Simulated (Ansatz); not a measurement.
A computed series for SrTiO3: response to strain

The reference is SrTiO₃ in the cubic perovskite structure (space group Pm-3m, No. 221; a = 3.936 Å).

Strains are applied to the cell and any free atomic positions relax.

Levels (all Ansatz, an electronic-structure program, PAW, earlier PAW set): PBE (420 eV, spin-orbit coupling left out); r2SCAN (500 eV, scalar-relativistic without spin-orbit coupling); HSE06 (420 eV, no spin-orbit coupling); PBE+SOC (420 eV, noncollinear with spin-orbit coupling).

Band gaps by level, all at the geometries relaxed with PBE:

| case | PBE | r2SCAN | HSE06 | PBE+SOC |
|---|---|---|---|---|
| base | 1.85 eV | 2.21 eV | 3.28 eV | 1.83 eV |
| isotropic strain −0.72 % | 1.89 eV | 2.27 eV | 3.34 eV | 1.87 eV |
| isotropic strain +0.87 % | 1.79 eV | 2.15 eV | 3.21 eV | 1.78 eV |
| isotropic strain +3.08 % | 1.66 eV | 2.00 eV | 3.04 eV | 1.65 eV |

Single points use the geometry relaxed with PBE. HSE06 gaps are upper bounds (no full band path). Differences between runs with and without spin-orbit coupling are approximate. Whether these cells are dynamically stable was not tested. The runs without spin-orbit coupling are not spin-polarised. Many cubic perovskites are stable only at high temperature; tilts and polar distortions were not tested.
